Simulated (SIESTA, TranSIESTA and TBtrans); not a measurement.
Run with TranSIESTA and TBtrans (open boundaries, self-consistent; PseudoDojo norm-conserving potentials, scalar-relativistic): Spin polarized, PAO.BasisSize DZP, PAO.EnergyShift 0.15 eV, XC.Authors PBE, Mesh.Cutoff 200 Ry, ElectronicTemperature 300 K, TS.Voltage 0.0 eV, TBT.Elecs.Eta 0.001 eV.

System: Pd chain with one Ti atom in place of Pd. Leads: straight Pd chain, spacing 2.5 Å. Geometry: 3 atoms about the centre moved by SIESTA (PBE, DZP) to a largest force of 0.01 eV/Å, all others as built, motion along the axis alone. Transport runs along z; the first 6 and the last 6 of the 19 atoms are the lead cells, repeated to infinity.

```xyz
19
Lattice="9.000 0.000 0.000 0.000 9.000 0.000 0.000 0.000 47.300" Properties=species:S:1:pos:R:3 pbc="F F T"
Pd     4.500     4.500     0.000
Pd     4.500     4.500     2.500
Pd     4.500     4.500     5.000
Pd     4.500     4.500     7.500
Pd     4.500     4.500    10.000
Pd     4.500     4.500    12.500
Pd     4.500     4.500    15.000
Pd     4.500     4.500    17.500
Pd     4.500     4.500    20.167
Ti     4.500     4.500    22.400
Pd     4.500     4.500    24.633
Pd     4.500     4.500    27.300
Pd     4.500     4.500    29.800
Pd     4.500     4.500    32.300
Pd     4.500     4.500    34.800
Pd     4.500     4.500    37.300
Pd     4.500     4.500    39.800
Pd     4.500     4.500    42.300
Pd     4.500     4.500    44.800
```
Starting moments (μB): atom 7 +0.7, atom 8 +0.7, atom 9 +0.7, atom 10 +1.5, atom 11 +0.7, atom 12 +0.7, atom 13 +0.7; lead atoms +0.7 (left) and +0.7 (right).

Problem. Give the largest eigenchannel transmissions at the Fermi level (four at most) and the total.

Solution. Up: 0.97 (total 0.97); down: 0.99, 0.043, 0.043, 0.014 (total 1.09). The magnetic order of the leads was set by the start, and no other order was tried; the separate lead runs end at 0.76 (left) and 0.76 (right) μB an atom. The straight chain is held at its spacing; free chains may zigzag or dimerise.
